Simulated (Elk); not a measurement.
```
BAs
1.0
    0.00000     2.38283     2.38283
    2.38283     0.00000     2.38283
    2.38283     2.38283     0.00000
B As
1 1
Direct
  0.00606   0.00606   0.00606
  0.25000   0.25000   0.25000
```

Method: Elk with PBE, all-electron FP-LAPW, Elk's shipped species files, APW+lo basis with extra local orbitals.

The set-up and first iterations of an Elk log for BAs (R3m, 2 atoms in the cell):

```
│ Elk code version 10.2.4 │

All units are atomic (Hartree, Bohr, etc.)

│ Ground-state run starting from atomic densities │

Lattice vectors :
   0.000000000       4.502896102       4.502896102
   4.502896102       0.000000000       4.502896102
   4.502896102       4.502896102       0.000000000

Unit cell volume      :    182.6021029
Brillouin zone volume :    1.358419260

Muffin-tin inner radius fraction :   0.1000000000E-01

Nuclei treated as point charges

Species :    1 (B)
 parameters loaded from : B.in
 name : boron
 nuclear charge    :   -5.000000000
 electronic charge :    5.000000000
 atomic mass :    19707.24741
 muffin-tin radius :    1.296000000
 number of radial points in muffin-tin :    297
 atomic positions (lattice), magnetic fields (Cartesian) :
   1 :   0.00000000  0.00000000  0.00000000    0.00000000  0.00000000  0.00000000

Species :    2 (As)
 parameters loaded from : As.in
 name : arsenic
   [... lines left out ...]
Maximum |G+k| for APW functions       :    5.291005291
Maximum (1/2)|G+k|²                   :    13.99736849
Maximum |G| for potential and density :    16.00000000
 potential will be trimmed for |G| > 2 gkmax
Constant for pseudocharge density :    7
Radial integration step length :    4

G-vector grid sizes :     35    35    35
Number of G-vectors :    12627

Maximum angular momentum used for
 APW functions                      :    8
 outer part of muffin-tin           :    6
 inner part of muffin-tin           :    3

Total nuclear charge    :   -38.00000000
Total core charge       :    20.00000000
Total valence charge    :    18.00000000
Total excess charge     :    0.000000000
Total electronic charge :    38.00000000

Effective Wigner radius, rₛ :    1.046834088

Number of empty states         :    8
Total number of valence states :   17
Total number of core states    :   20

Conduction state local-orbitals added automatically
Total number of local-orbitals :  145

Exchange-correlation functional :     20     0     0
 Perdew-Burke-Ernzerhof, Phys. Rev. Lett. 77, 3865 (1996)
 gradient requirement :    1
 generalised gradient approximation (GGA)

Smearing type :    3
 Fermi-Dirac
Smearing width :   0.7349860000E-03
Effective electronic temperature (K) :    232.0902224

Mixing type :    3
 Broyden mixing, J. Phys. A: Math. Gen. 17, L317 (1984)

Kohn-Sham potential initialised from atomic data
│ Self-consistent loop started │
│ Loop number : 1 │
 total energy                :     -2343.18005416
│ Loop number : 2 │
 total energy                :     -2342.33415867
RMS change in Kohn-Sham potential (target) :    3.622070265     (  0.1000000000E-05)
Absolute change in total energy (target)   :   0.8458954862     (  0.1000000000E-03)
│ Loop number : 3 │
 total energy                :     -2334.18413801
RMS change in Kohn-Sham potential (target) :    3.104997559     (  0.1000000000E-05)
Absolute change in total energy (target)   :    8.361494530     (  0.1000000000E-03)
│ Loop number : 4 │
 total energy                :     -2252.76481479
RMS change in Kohn-Sham potential (target) :    1.864312059     (  0.1000000000E-05)
Absolute change in total energy (target)   :    83.50969685     (  0.1000000000E-03)
│ Loop number : 5 │
 total energy                :     -2251.25999374
RMS change in Kohn-Sham potential (target) :    1.846638610     (  0.1000000000E-05)
Absolute change in total energy (target)   :    22.38224527     (  0.1000000000E-03)
│ Loop number : 6 │
 total energy                :     -2253.94070370
RMS change in Kohn-Sham potential (target) :    1.601925348     (  0.1000000000E-05)
Absolute change in total energy (target)   :    2.914851356     (  0.1000000000E-03)
│ Loop number : 7 │
 total energy                :     -2325.31327766
RMS change in Kohn-Sham potential (target) :   0.5563874365     (  0.1000000000E-05)
   [... lines left out ...]
```

Q: How does the run end?

A: The run ended unconverged after 200 iterations. It gives no final result for the task that was set. The log goes on:

```
Absolute change in total energy (target)   :    12.18655139     (  0.1000000000E-03)
│ Loop number : 134 │
 total energy                :     -2256.30793966
   [... lines left out ...]
RMS change in Kohn-Sham potential (target) :   0.4425049425     (  0.1000000000E-05)
Absolute change in total energy (target)   :    49.96023473     (  0.1000000000E-03)
│ Loop number : 198 │
 total energy                :     -2318.51034234
RMS change in Kohn-Sham potential (target) :   0.4367043530     (  0.1000000000E-05)
Absolute change in total energy (target)   :    12.18655116     (  0.1000000000E-03)
│ Loop number : 199 │
 total energy                :     -2256.28681660
RMS change in Kohn-Sham potential (target) :   0.5444776059     (  0.1000000000E-05)
Absolute change in total energy (target)   :    59.17688795     (  0.1000000000E-03)
│ Loop number : 200 │
Reached self-consistent loops maximum

Energies :
 Fermi                       :     0.212763837383
 total energy                :     -2318.89780937

Density of states at Fermi energy :    137.7755199
 (states/Hartree/unit cell)

Estimated indirect band gap :   0.4507414078E-02
 from k-point      5 to k-point      9
Estimated direct band gap   :   0.1202370813
 at k-point      8

Charges :
 core                        :    20.00000000
 valence                     :    18.00000000
 interstitial                :    4.545143347
 muffin-tins (core leakage)
  species :    1 (B)
   atom    1                 :    2.692477127     (  0.2136217867E-02)
  species :    2 (As)
   atom    1                 :    30.76237953     (  0.1092240063E-01)
 total in muffin-tins        :    33.45485665
 total calculated charge     :    37.97200599
 total charge                :    38.00000000
 error                       :   0.2799401187E-01

│ Self-consistent loop stopped │
```

The starting cell has typed, rounded lattice constants, without a prior relaxation at this level. Its lattice was rescaled by up to half a per cent. One atom was moved a little off its site on purpose. Values depend on the basis (sphere radii, cutoffs, local orbitals), which need not be converged.

The run was DFT, PBE, all-electron FP-LAPW, Elk's shipped species files, APW+lo basis with extra local orbitals. Main settings of its input:

* **xctype**: 20
* **rgkmax**: 8
* **stype**: 3
* **swidth**: 0.000734986 Ha
* **ngridk**: 3 3 3
* **gmaxvr**: 16 1/bohr
* **nxlo**: 2
* **lorbcnd**: true
* **rmtscf**: 0.72
* **lmaxi**: 3
